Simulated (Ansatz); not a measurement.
# Nb, response to strain

The parent structure is Nb in the bcc (W type) structure (space group Im-3m, No. 229; a = 3.273 Å; relaxed with 0.1 eV smearing). Axes: x, y, z lie along the cube axes.

Strains are applied to the cell and any free atomic positions relax; under biaxial strain the out-of-plane vector relaxes too.

Method: DFT with PBEsol, PAW potentials and a 420 eV plane-wave cutoff in Ansatz (an electronic-structure program), spin-orbit coupling left out.

Candidates:
(a) biaxial strain +2.50 %, plane normal [001], relaxed out of plane
(b) biaxial strain +2.00 %, plane normal [001], relaxed out of plane
(c) biaxial strain +3.00 %, plane normal [001], relaxed out of plane

Task: Order them by out-of-plane strain, lowest first.

Result: (c) biaxial strain +3.00 %, plane normal [001], relaxed out of plane (-3.32 %), (a) biaxial strain +2.50 %, plane normal [001], relaxed out of plane (-2.79 %), (b) biaxial strain +2.00 %, plane normal [001], relaxed out of plane (-2.22 %)

Whether these cells are dynamically stable was not tested. The final runs are not spin-polarised.
